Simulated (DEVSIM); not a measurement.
Device: Schottky contact on n-type Si, at 300 K.

| layer (left to right) | material | thickness (μm) | Nd (cm⁻³) | τn (s) | τp (s) |
|---|---|---|---|---|---|
| 1 | Si | 3.30 | 3e16 | 0.00047 | 0.00047 |

Left contact: Schottky, work function 4.75 eV, emission velocity 7.2e6 cm/s. Right contact: ohmic. Voltage is applied to the left contact. Recombination: SRH at mid-gap, radiative, Auger. Gap narrowing is on: ΔEg = 6.92 meV × (l + √(l² + 0.5)), l = ln(N/1.3e17 cm⁻³), shared equally by both band edges. Mobility is constant in doping.

Constants are typed, rounded textbook-type inputs, not results; the design itself was drawn at random and stands for no fabricated device. Values at 300 K.

```csv
parameter,Si
gap (eV),1.124
affinity (eV),4.05
permittivity,11.7
Nc (cm⁻³),2.86e19
Nv (cm⁻³),3.1e19
μn (cm²/Vs),1417
μp (cm²/Vs),470
B (cm³/s),4.7e-15
Cn (cm⁶/s),2.8e-31
Cp (cm⁶/s),9.9e-32
```

Model (solved in DEVSIM): 1D drift-diffusion, Boltzmann statistics, complete ionisation; no tunnelling, impact ionisation, image-force lowering or self-heating. Metal contacts follow the ideal Schottky-Mott rule: no Fermi-level pinning, no interface dipoles.

The doping Nd of layer 1 was swept, all else fixed.

| doping Nd of layer 1 (cm^-3) | dark forward voltage at 100 A/cm² (V) | potential step across the device at zero bias (V) | dark forward voltage at 1 A/cm² (V) | largest field in the device at zero bias (V/cm) |
|---|---|---|---|---|
| 9e14 | 0.559 | 0.432 | 0.272 | 11000 |
| 3e15 | 0.437 | 0.463 | 0.262 | 20000 |
| 9e15 | 0.396 | 0.491 | 0.258 | 36000 |
| 3e16 | 0.381 | 0.522 | 0.255 | 68000 |
| 9e16 | ___ | 0.550 | 0.253 | ___ |
| 3e17 | 0.367 | 0.576 | 0.247 | 220000 |
| 9e17 | 0.358 | 0.597 | 0.239 | 390000 |

Task: Complete the blanks.

Result: 
- 9e16, dark forward voltage at 100 A/cm² (V): 0.375
- 9e16, largest field in the device at zero bias (V/cm): 120000
